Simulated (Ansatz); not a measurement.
Input and output of a self-consistent single point for LaAs (I4mm, 2 atoms in the cell) (Ansatz, a program for electronic structure).

Computed with LDA (PW92), default PAW files made with PBE (plane waves; Ansatz).

The change in words: lattice scaled by 0.98; basis.ecutwfc: 420 eV → 380 eV. Reference geometry:
```
LaAs
1.0
    0.00000     3.11458     3.11458
    3.11458     0.00000     3.11458
    3.11458     3.11458     0.00000
La As
1 1
Cartesian
  0.00000   0.00000   0.05000
  3.11458   3.11458   3.11458
```

Reference input (self-consistent single point, DFT, LDA (PW92), plane waves, default PAW files made with PBE): basis.ecutwfc = 420 eV; kpoints.mp_grid.grid = 9 9 9; hamiltonian.xc = lda; hamiltonian.pseudopotentials = {kind: paw} (the program's default PAW files); scf.occupations.method = gaussian; scf.occupations.width = 0.1 eV. This run's input differs from it in these lines:

Ansatz 0.2 input:
```diff
@@ -3,5 +3,5 @@
   lattice:
-    - [0.000000, 3.114580, 3.114580]
-    - [3.114580, 0.000000, 3.114580]
-    - [3.114580, 3.114580, 0.000000]
+    - [0.000000, 3.052288, 3.052288]
+    - [3.052288, 0.000000, 3.052288]
+    - [3.052288, 3.052288, 0.000000]
   atoms:
@@ -10,3 +10,3 @@
 basis:
-  ecutwfc: 420.0
+  ecutwfc: 380.0
 kpoints:
```

Output (repeated stretches shortened):

```
SCF iter   1: F=—  HF=-10852.888249 eV  |F-HF|=—  |Δ(HF+E_count)|=         —  Δρ=4.06e-3  dr2=4.63e-3  ethr=1.77e-3  ⟨swp⟩=4.1  Hψ=5162  notcnv=0
all-band conjugate gradients solve this SCF's bands
preconditioner: auto → Kerker (q_TF=auto, 2.395 Å⁻¹)
SCF iter   2: F=—  HF=-10852.886138 eV  |F-HF|=—  |Δ(HF+E_count)|=   2.11e-3  Δρ=2.18e-3  dr2=1.34e-3  ethr=1.78e-5  ⟨swp⟩=2.0  Hψ=2766  notcnv=0
   [... lines left out ...]
SCF iter   5: F=—  HF=-10852.885893 eV  |F-HF|=—  |Δ(HF+E_count)|=   1.03e-6  Δρ=3.03e-5  dr2=8.29e-7  ethr=1.69e-8  ⟨swp⟩=2.0  Hψ=2249  notcnv=0
SCF iter   6: F=-10852.885893 eV  HF=-10852.885893 eV  |F-HF|=1.08e-8  |Δ(HF+E_count)|=   5.03e-7  Δρ=1.23e-5  dr2=8.34e-8  ethr=3.85e-10  ⟨swp⟩=3.7  Hψ=6174  notcnv=0
the search or the solves at the SCF's close seem to have found levels that the self-consistency loop had missed (the run counts 1) …
SCF 1 converged in 6 iterations: F = -10852.885893 eV  dr2 = 8.34e-8
Free energy (F): -10852.885893 eV
Internal energy: -10852.884904 eV  (E = F + TS)
E sigma→0 (E₀):  -10852.885399 eV
Entropy (-TS):   -0.000988 eV (-0.494 meV/atom)
Fermi energy:    9.962381 eV
--- Forces (eV/Å), atoms counted from 1 ---
  atom   1  La     0.00000000     0.00000000    -0.13361124
  atom   2  As    -0.00000000     0.00000000     0.13360395
--- Stress (GPa, compression-positive) ---
       -1.480213       0.000000       0.000000
        0.000000      -1.480213       0.000000
        0.000000       0.000000      -1.268713
  P = ⅓ Tr σ = -1.4097 GPa (-14.097 kbar)
  The stress holds the Pulay correction. Without it, at fixed plane waves, as pw.x and ABINIT print it: P = -1.4849 GPa
```

The run converged in 6 iterations. Against the reference run the free energy falls by 36.3 meV/atom, the pressure goes from -5.11 to -1.41 GPa and the largest force goes from 0.100 to 0.134 eV/Å.

The starting cell comes from a database of computed structures (which also holds hypothetical and non-ambient phases and stackings), without a prior relaxation at this level. Its lattice was rescaled by up to half a per cent. One atom was moved a little off its site on purpose. For this run, on top of that: lattice scaled by 0.98. Ansatz's pressure includes its estimate of the finite-basis (Pulay) stress. The cutoff lies below the one recommended for these files.
